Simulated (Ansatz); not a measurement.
**PbS under a change: pressure 22.5 GPa**

The reference is PbS in the rock salt structure (space group Fm-3m, No. 225; a = 6.0089 Å).

It is then changed as follows: a hydrostatic pressure of 22.5 GPa.

Calculations: PBE (Ansatz, an electronic-structure program; PAW; 420 eV plane waves; no SOC). Settings: 10×10×10 k-points, 0.05 eV Fermi–Dirac smearing.

```json
[
 {"quantity": "volume per atom", "base": "27.12 Å³", "changed": "21.09 Å³", "shift": "-6.03 Å³"},
 {"quantity": "lattice parameter a", "base": "6.009 Å", "changed": "5.526 Å", "shift": "-0.483 Å"},
 {"quantity": "shortest interatomic distance", "base": "3.004 Å", "changed": "2.763 Å", "shift": "-0.241 Å"},
 {"quantity": "enthalpy H = E + PV relative to the base's energy", "base": "–", "changed": "+3.30 eV/atom", "shift": "–"},
 {"quantity": "band gap (uncertain: the edges found look like a band crossing or inverted bands; the changed cell)", "base": "0.49 eV", "changed": "0.16 eV", "shift": "-0.33 eV"}
]
```

Spin-orbit coupling, missing from the scalar runs, can matter with Pb. Load acts through the strain it causes; cell and atoms are relaxed under it. Whether these cells are dynamically stable was not tested. Competing high-pressure phases were not computed. The zero or small gap of PbS under pressure 22.5 GPa can change with the level of theory.
